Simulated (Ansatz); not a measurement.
**Element substitutions in TiC**

The reference is TiC in the rock salt structure (space group Fm-3m, No. 225).

```cif
data_C4Ti4
_chemical_formula_sum 'C4 Ti4'
_space_group_name_H-M_alt 'Fm-3m'
_space_group_IT_number 225
_space_group_name_Hall '-F 4 2 3'
_cell_length_a 4.33266
_cell_length_b 4.33266
_cell_length_c 4.33266
_cell_angle_alpha 90.000
_cell_angle_beta 90.000
_cell_angle_gamma 90.000
loop_
_atom_site_label
_atom_site_type_symbol
_atom_site_symmetry_multiplicity
_atom_site_Wyckoff_symbol
_atom_site_fract_x
_atom_site_fract_y
_atom_site_fract_z
_atom_site_occupancy
C1 C 4 a 0.00000 0.00000 0.00000 1
Ti1 Ti 4 b 0.50000 0.50000 0.50000 1
```
(The calculation used a cell of 2 atoms; values per cell refer to that cell.)

Each row replaces one element on all its sites; cell and atoms are relaxed.

Calculations: plane-wave PAW DFT at the PBE level (Ansatz, an electronic-structure program, 420 eV), spin-orbit coupling left out, earlier PAW set.

Candidates:
(a) C → Ge
(b) C → Pb
(c) Ti → Hf

For the base:

The volume per atom is 10.17 Å³.

Q: Order them by volume per atom, lowest first.

A: (c) Ti → Hf (12.58 Å³), (a) C → Ge (17.51 Å³), (b) C → Pb (23.39 Å³)

Stability against distortions was not tested. As relaxed here, TiGe and TiPb are hypothetical phases, not in the database extracts checked. The final runs are not spin-polarised.
